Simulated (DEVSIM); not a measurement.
Structure: abrupt Si p-n junction, at 300 K.

| layer (left to right) | material | thickness (μm) | Nd (cm⁻³) | Na (cm⁻³) | τn (s) | τp (s) |
|---|---|---|---|---|---|---|
| 1 | Si | 2.20 | - | 2.7e18 | 1.1e-5 | 1.1e-5 |
| 2 | Si | 50.0 | 6e15 | - | 1.1e-5 | 1.1e-5 |

Left contact: ohmic. Right contact: ohmic. Voltage is applied to the left contact. Recombination: SRH at mid-gap, radiative, Auger. Mobility is constant in doping.

The device is made up for the run: typed textbook-type constants, with dimensions and the other settings drawn at random. Values at 300 K; Nc and Nv go as T^1.5, mobilities as T to minus their exponent, the gap by Varshni's rule with the affinity fixed.

| parameter | Si |
|---|---|
| gap (eV) | 1.124 |
| affinity (eV) | 4.05 |
| permittivity | 11.7 |
| Nc (cm⁻³) | 2.86e19 |
| Nv (cm⁻³) | 3.1e19 |
| μn (cm²/Vs) | 1417 |
| μp (cm²/Vs) | 470 |
| T exponent of μn | 2.3 |
| T exponent of μp | 2.2 |
| B (cm³/s) | 4.7e-15 |
| Cn (cm⁶/s) | 2.8e-31 |
| Cp (cm⁶/s) | 9.9e-32 |
| Varshni α (eV/K) | 0.000473 |
| Varshni β (K) | 636 |

DEVSIM, 1D drift-diffusion, Boltzmann statistics, complete ionisation; no tunnelling, impact ionisation, image-force lowering or self-heating.

The temperature was swept, all else fixed.

```tsv
temperature (K)	potential step across the device at zero bias (V)	dark forward voltage at 100 A/cm² (V)	largest field in the device at zero bias (V/cm)	dark forward voltage at 1 A/cm² (V)
250	0.913	0.903	87000	0.757
300	0.842	0.843	94000	0.662
350	0.768	0.783	100000	0.563
400	0.691	0.722	110000	0.463
450	0.611	0.660	110000	0.361
500	0.529	0.599	120000	0.258
```

From the first row to the last the potential step across the device at zero bias goes from 0.913 to 0.529. From the first row to the last the dark forward voltage at 100 A/cm² goes from 0.903 to 0.599.
